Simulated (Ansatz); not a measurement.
Consider LiTaO₃ (space group R3c, No. 161; a = 5.1399 Å, c = 13.7710 Å (hexagonal axes)).

Structures relaxed with Ansatz (a program for electronic structure), PBEsol, PAW, cutoff 420 eV, no SOC.

Base:

Simulated powder pattern, Cu Kα1, λ = 1.54056 Å (kinematic, ideal powder, no thermal factors, no anomalous dispersion; the 10 strongest lines at most, above 2 %, up to 2θ = 90°):

| 2θ (°) | I/Imax (%) | hkl |
|---|---|---|
| 23.78 | 100 | (012) |
| 32.86 | 42 | (104) |
| 34.88 | 30 | (110) |
| 42.66 | 17 | (202) |
| 48.68 | 18 | (024) |
| 53.48 | 27 | (116) |
| 56.24 | 19 | (122) |
| 57.34 | 9.0 | (018) |
| 61.27 | 16 | (214) |
| 62.55 | 10 | (300) |

Now apply this change: every Ta is replaced by Lu; the structure is relaxed again.

After the change:

Simulated powder pattern, Cu Kα1, λ = 1.54056 Å (kinematic, ideal powder, no thermal factors, no anomalous dispersion; the 10 strongest lines at most, above 2 %, up to 2θ = 90°):

```json
[
 {"2θ (°)": "24.91", "I/Imax (%)": "100", "hkl": "(012)"},
 {"2θ (°)": "32.63", "I/Imax (%)": "51", "hkl": "(110)"},
 {"2θ (°)": "38.21", "I/Imax (%)": "39", "hkl": "(104)"},
 {"2θ (°)": "41.48", "I/Imax (%)": "41", "hkl": "(202)"},
 {"2θ (°)": "51.10", "I/Imax (%)": "25", "hkl": "(024)"},
 {"2θ (°)": "53.74", "I/Imax (%)": "29", "hkl": "(122)"},
 {"2θ (°)": "58.22", "I/Imax (%)": "16", "hkl": "(300)"},
 {"2θ (°)": "61.42", "I/Imax (%)": "16", "hkl": "(116)"},
 {"2θ (°)": "61.96", "I/Imax (%)": "21", "hkl": "(214)"},
 {"2θ (°)": "80.63", "I/Imax (%)": "11", "hkl": "(306)"}
]
```

The indices refer to each structure's own conventional cell; one index is shown for lines that coincide. The space group is now R-3c (No. 167).

Stability against distortions was not tested. As relaxed here, LiLuO3 is a hypothetical phase, not in the database extracts checked. The final runs are not spin-polarised.
